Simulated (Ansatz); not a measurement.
## MoSeS (P-3m1, No. 164, 6 atoms in the cell; start mp-1221404): c axis length by level of theory

No measured value is used here.

### Question
Put these levels in order of the c axis length that they give for MoSeS (P-3m1, No. 164, 6 atoms in the cell; start mp-1221404), smallest first: LDA (Ansatz, a first-principles code), PBEsol (Ansatz), r²SCAN (Ansatz), r²SCAN+rVV10 (Ansatz).

### Answer
LDA (12.569 Å), r²SCAN+rVV10 (12.874 Å), PBEsol (13.289 Å), r²SCAN (13.563 Å)

The crystal itself was run without spin with r²SCAN, PBEsol, r²SCAN+rVV10, LDA; a magnetic state was not tried in these runs. Cutoffs differ between the levels. Ansatz's density-functional and Hartree–Fock values are scalar-relativistic unless marked +SOC, with PAW data made under PBE.

A start named mp-… is a Materials Project structure, which need not be a measured phase.
